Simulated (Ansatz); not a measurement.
The reference is MgS in the rock salt structure (space group Fm-3m, No. 225; a = 5.182 Å). Axes: x, y, z lie along the cube axes.

The values are results of Ansatz (a first-principles code), PBEsol, PAW, cutoff 420 eV, spin-orbit coupling left out, not measurements.

Strains are applied to the cell and any free atomic positions relax; under biaxial strain the out-of-plane vector relaxes too.

One change was made to it. Results:

```tsv
quantity	base	after
energy relative to the base (free energy F)	0 meV/atom	+1.2 meV/atom
volume per atom	17.39 Å³	17.60 Å³
band gap	2.73 eV	2.62 eV
```

Question: What was done to the base?
A. biaxial strain +1.67 %, plane normal [111], relaxed out of plane
B. biaxial strain +0.83 %, plane normal [111], relaxed out of plane
C. biaxial strain −0.83 %, plane normal [111], relaxed out of plane

Answer: B, biaxial strain +0.83 %, plane normal [111], relaxed out of plane. For comparison, the band gap in the other runs: biaxial strain +1.67 %, plane normal [111], relaxed out of plane gives 2.52 eV; biaxial strain −0.83 %, plane normal [111], relaxed out of plane gives 2.71 eV.

Stability against distortions was not tested.
